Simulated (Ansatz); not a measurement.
CO on the 1x1 (10-10) surface of wurtzite ZnO (cut with top plane O + Zn), one in a 2x1 cell, energies for each (34.7 Å²). Energies are against CO(g), without zero-point or thermal terms; each row is named by its start (#2, #3: further inequivalent places of a kind). No converged result for: 1 more start.

Host crystal: wurtzite ZnO, with a band gap (PBE, scalar-relativistic without spin-orbit coupling).

Computed with PBE (plane waves to 420 eV, PAW; Ansatz, a first-principles code).

Model: 34-atom slab, 9.4 Å thick at the start under the adsorbate (thin: gaps and levels are the slab's own), 3x4x1 mesh, Fermi-Dirac 0.01 eV, dipole correction, 16 atoms held, the rest relaxed; each run with such symmetry as its start has; no spin, no spin-orbit, no U, no dispersion correction.

A negative adsorption energy means that the adsorbate is more stable on the surface than in its reference. Starts that drift may end in the same place. Heights count from the host atoms within 0.3 Å of the top one.

```tsv
starting site	E_ads (eV)	height (Å)	nearest host atom (Å)	bonded to	change of the vacuum step (eV)	lateral drift (Å)
top O	-0.34	1.74	Zn 2.19	Zn	-0.87	2.1
top Zn	-0.34	1.75	Zn 2.18	Zn	-0.90	1.3
top Zn #2	-0.09	2.40	O 3.36	none within bonding distance	-0.18	1.1
over O at depth 0.9 Å	-0.08	2.45	Zn 3.32	none within bonding distance	-0.43	0.1
hollow O-O-Zn-Zn-Zn	-0.11	2.28	Zn 3.11	none within bonding distance	-0.27	0.2
hollow beside O	-0.34	1.74	Zn 2.18	Zn	-0.88	2.7
bridge Zn-Zn (span 3.3 Å)	-0.11	2.27	Zn 3.11	none within bonding distance	-0.25	0.5
```
